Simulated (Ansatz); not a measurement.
Input and output of a self-consistent single point for HfCd (P4mm, 4 atoms in the cell) (Ansatz, a program for electronic structure).

Method: PBEsol, default PAW files made with PBE (plane waves; Ansatz).

```yaml
crystal:
  lattice:
    - [3.03202, 0.00000, 0.00000]
    - [0.00000, 3.03202, 0.00000]
    - [0.00000, 0.00000, 9.11665]
  atoms:
    - { symbol: Hf, position: [0.00000, 0.50000, 0.88712] }
    - { symbol: Hf, position: [0.50000, 0.00000, 0.11836] }
    - { symbol: Cd, position: [0.00000, 0.50000, 0.37747] }
    - { symbol: Cd, position: [0.50000, 0.00000, 0.62253] }
```

Reference input (self-consistent single point, DFT, PBEsol, plane waves, default PAW files made with PBE): basis.ecutwfc = 420 eV; kpoints.mp_grid.grid = 9 9 3; hamiltonian.xc = pbesol; hamiltonian.pseudopotentials = {kind: paw} (the program's default PAW files); scf.occupations.method = fermi_dirac; scf.occupations.width = 0.1 eV. This run's input differs from it in these lines:

Ansatz 0.2 input:
```diff
@@ -12,3 +12,3 @@
 basis:
-  ecutwfc: 420.0
+  ecutwfc: 295.0
 kpoints:
```

Log, with long lists cut:

```
SCF iter   1: F=—  HF=-47564.118287 eV  |F-HF|=—  |Δ(HF+E_count)|=         —  Δρ=1.20e-2  dr2=1.39e-1  ethr=1.77e-3  ⟨swp⟩=4.7  Hψ=4904  notcnv=0  defer=1
all-band conjugate gradients solve this SCF's bands
preconditioner: auto → Kerker (q_TF=auto, 2.771 Å⁻¹)
SCF iter   2: F=—  HF=-47564.051479 eV  |F-HF|=—  |Δ(HF+E_count)|=   6.68e-2  Δρ=4.67e-3  dr2=4.90e-2  ethr=1.51e-4  ⟨swp⟩=2.2  Hψ=2897  notcnv=0  defer=11
   [... lines left out ...]
SCF iter   6: F=—  HF=-47564.045869 eV  |F-HF|=—  |Δ(HF+E_count)|=   1.36e-5  Δρ=7.18e-5  dr2=1.11e-5  ethr=1.31e-7  ⟨swp⟩=2.0  Hψ=2405  notcnv=0  defer=11
SCF iter   7: F=—  HF=-47564.045936 eV  |F-HF|=—  |Δ(HF+E_count)|=   6.70e-5  Δρ=3.37e-5  dr2=2.48e-6  ethr=1.21e-8  ⟨swp⟩=2.0  Hψ=2797  notcnv=0  defer=13
SCF iter   8: F=—  HF=-47564.045935 eV  |F-HF|=—  |Δ(HF+E_count)|=   8.66e-7  Δρ=1.41e-5  dr2=2.87e-7  ethr=2.69e-9  ⟨swp⟩=2.0  Hψ=2757  notcnv=0  defer=13
SCF iter   9: F=-47564.045935 eV  HF=-47564.045935 eV  |F-HF|=3.31e-8  |Δ(HF+E_count)|=   8.12e-8  Δρ=6.00e-6  dr2=4.06e-8  ethr=1.09e-10  ⟨swp⟩=7.3  Hψ=5757  notcnv=0
SCF 1 converged in 9 iterations: F = -47564.045935 eV  dr2 = 4.06e-8
Free energy (F): -47564.045935 eV
Internal energy: -47563.960045 eV  (E = F + TS)
E sigma→0 (E₀):  -47564.002990 eV
Entropy (-TS):   -0.085890 eV (-21.473 meV/atom)
Fermi energy:    18.000076 eV
--- Forces (eV/Å), atoms counted from 1 ---
  atom   1  Hf    -0.00000000     0.00000000    -0.55331006
  atom   2  Hf     0.00000000     0.00000000     0.42086180
  atom   3  Cd    -0.00000000     0.00000000     0.00690634
  atom   4  Cd     0.00000000     0.00000000     0.12555610
--- Stress (GPa, compression-positive) ---
       -0.643120       0.000000       0.000000
        0.000000      -0.643120       0.000000
        0.000000       0.000000      -0.430723
  P = ⅓ Tr σ = -0.5723 GPa (-5.723 kbar)
  The stress holds the Pulay correction. Without it, at fixed plane waves, as pw.x and ABINIT print it: P = -12.1993 GPa
```

The run converged in 9 iterations. Against the reference run the free energy rises by 141 meV/atom, the pressure goes from -0.46 to -0.57 GPa and the largest force goes from 0.543 to 0.553 eV/Å.

The starting cell comes from a database of computed structures (which also holds hypothetical and non-ambient phases and stackings), without a prior relaxation at this level. Its lattice was rescaled by up to half a per cent. One atom was moved a little off its site on purpose. Ansatz's pressure includes its estimate of the finite-basis (Pulay) stress. Without the estimate this run gives -12.20 GPa. The cutoff lies below the one recommended for these files.
